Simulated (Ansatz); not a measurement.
End structure of a constructed model of the (111)A surface of 3C silicon carbide, Si-terminated, (√3x√3)R30° Sn adatom at H3 (bottom of the slab: 3 H on 3 bottom sites):

```
CELL_PARAMETERS angstrom
      4.64569     2.68219     0.00000
     -4.64569     2.68219     0.00000
      0.00000     0.00000    27.50000
ATOMIC_POSITIONS crystal
  C  0.00000 0.00000 0.33680
  C  0.33333 0.66667 0.33680
  C  0.66667 0.33333 0.33680
  Si 0.00000 0.33333 0.35979
  Si 0.33333 0.00000 0.35979
  Si 0.66667 0.66667 0.35979
  C  0.00000 0.33363 0.42863
  C  0.33304 0.99970 0.42863
  C  0.66696 0.66667 0.42863
  Si 0.00000 0.66667 0.45193
  Si 0.33333 0.33333 0.45145
  Si 0.66667 0.00000 0.45145
  C  0.00000 0.66667 0.52134
  C  0.33333 0.33333 0.52023
  C  0.66667 0.00000 0.52023
  Si 0.00000 0.00270 0.54344
  Si 0.33603 0.66667 0.54344
  Si 0.66397 0.33063 0.54344
  C  0.00000 0.00578 0.61242
  C  0.33911 0.66667 0.61242
  C  0.66089 0.32755 0.61242
  Si 0.00000 0.33910 0.63581
  Si 0.32757 0.99424 0.63581
  Si 0.67243 0.66667 0.63581
  H  0.00000 0.00032 0.29669
  H  0.33365 0.66667 0.29669
  H  0.66635 0.33301 0.29669
  Sn 0.00000 0.66667 0.71293
```

Slab: 28 atoms, 11.2 Å thick at the start with caps and adatoms (thin: gaps and levels are the slab's own); k 6x6x1, smearing 0.025 eV, dipole-corrected; 6 atoms held, the rest relaxed; start symmetry kept, larger cells not searched; spin-polarised, no spin-orbit, no U. The slab shows no gap on its mesh. The starting moment vanished. In PBE it lies 0.14 eV a 1x1 cell over the lowest computed structure of the same composition ((√3x√3)R30° Sn adatom at T4).

### Question
Estimate the work function of the top face that PBE (Ansatz, an electronic-structure program) returns for this input.

### Answer
4.44 eV
